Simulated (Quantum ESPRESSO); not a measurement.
Quantum ESPRESSO run on Ca (Fm-3m, 1 atom in the cell): self-consistent single point.

Level of theory: PBE, SSSP 1.1.2 precision (PBE) pseudopotentials (plane waves; Quantum ESPRESSO).

```
CELL_PARAMETERS angstrom
     -2.72958     0.00000     2.72958
      0.00000     2.72958     2.72958
     -2.72958     2.72958     0.00000
ATOMIC_POSITIONS crystal
  Ca 0.00000 0.00000 0.00000
```

Reference input (self-consistent single point, DFT, PBE, plane waves, SSSP 1.1.2 precision (PBE) pseudopotentials): ecutwfc = 50 Ry; ecutrho = 400 Ry; occupations = smearing; smearing = marzari-vanderbilt; degauss = 0.0073499 Ry; potentials = {Ca: Ca_pbe_v1.uspp.F.UPF}; K_POINTS = automatic 7 7 7 0 0 0; conv_thr = 1e-09 Ry; mixing_beta = 0.4. This run's input differs from it in these lines:

```diff
@@ -19,2 +19,3 @@
    degauss = 0.0073499
+   nbnd = 5
 /
```

Output (repeated stretches shortened):

```
     Self-consistent Calculation

     iteration #  1     ecut=    50.00 Ry     beta= 0.40

---- Real-time Memory Report at c_bands before calling an iterative solver
           160 MiB given to the printing process from OS
            26 MiB allocation reported by mallinfo(arena+hblkhd)
------------------

     Threshold (ethr) on eigenvalues was too large:
     Diagonalizing with lowered threshold

---- Real-time Memory Report at c_bands before calling an iterative solver
           165 MiB given to the printing process from OS
            35 MiB allocation reported by mallinfo(arena+hblkhd)
------------------

   [... lines left out ...]

---- Real-time Memory Report at c_bands before calling an iterative solver
           173 MiB given to the printing process from OS
            43 MiB allocation reported by mallinfo(arena+hblkhd)
------------------

     total energy              =     -74.92398032 Ry
     estimated scf accuracy    <       0.00000001 Ry

     iteration #  7     ecut=    50.00 Ry     beta= 0.40

---- Real-time Memory Report at c_bands before calling an iterative solver
           174 MiB given to the printing process from OS
            44 MiB allocation reported by mallinfo(arena+hblkhd)
------------------
     End of self-consistent calculation

     the Fermi energy is     6.0192 ev

!    total energy              =     -74.92398032 Ry
     estimated scf accuracy    <          2.6E-10 Ry
     smearing contrib. (-TS)   =       0.00000000 Ry
     internal energy E=F+TS    =     -74.92398032 Ry

     convergence has been achieved in   7 iterations

     Forces acting on atoms (cartesian axes, Ry/au):

     atom    1 type  1   force =     0.00000000    0.00000000    0.00000000

     Total force =     0.000000     Total SCF correction =     0.000000

          total   stress  (Ry/bohr**3)                   (kbar)     P=        3.42
   0.00002323   0.00000000   0.00000000            3.42        0.00        0.00
   0.00000000   0.00002323  -0.00000000            0.00        3.42       -0.00
   0.00000000  -0.00000000   0.00002323            0.00       -0.00        3.42

   JOB DONE.
```

The run converged in 7 iterations. Against the reference run the free energy rises by 16.1 meV/atom and the pressure goes from 0.75 to 0.34 GPa.

The starting cell comes from a database of computed structures (which also holds hypothetical and non-ambient phases and stackings), without a prior relaxation at this level. Its lattice was rescaled by a random factor within 2.5 % of one.
